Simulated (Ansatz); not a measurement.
**A computed series for TiO2: pressure series**

Consider TiO₂ in the anatase structure (space group I4_1/amd, No. 141; a = 3.7780 Å, c = 9.5887 Å).

Cell and atoms are relaxed at each pressure.

Computed with plane-wave PAW DFT at the r2SCAN level (Ansatz, a quantum-chemistry and plane-wave program, 500 eV), spin-orbit coupling left out, earlier PAW set.

Candidates:
(a) pressure 0.3 GPa
(b) pressure −2 GPa
(c) pressure 3 GPa

Base values:

```
Property   Result
---------  ------
c/a ratio   2.538
```

Problem. Order them by c/a ratio, lowest first.

Solution. (c) pressure 3 GPa (2.518), (a) pressure 0.3 GPa (2.537), (b) pressure −2 GPa (2.551)

Load acts through the strain it causes; cell and atoms are relaxed under it. No phonon test of stability was made. All final runs are without spin polarisation.
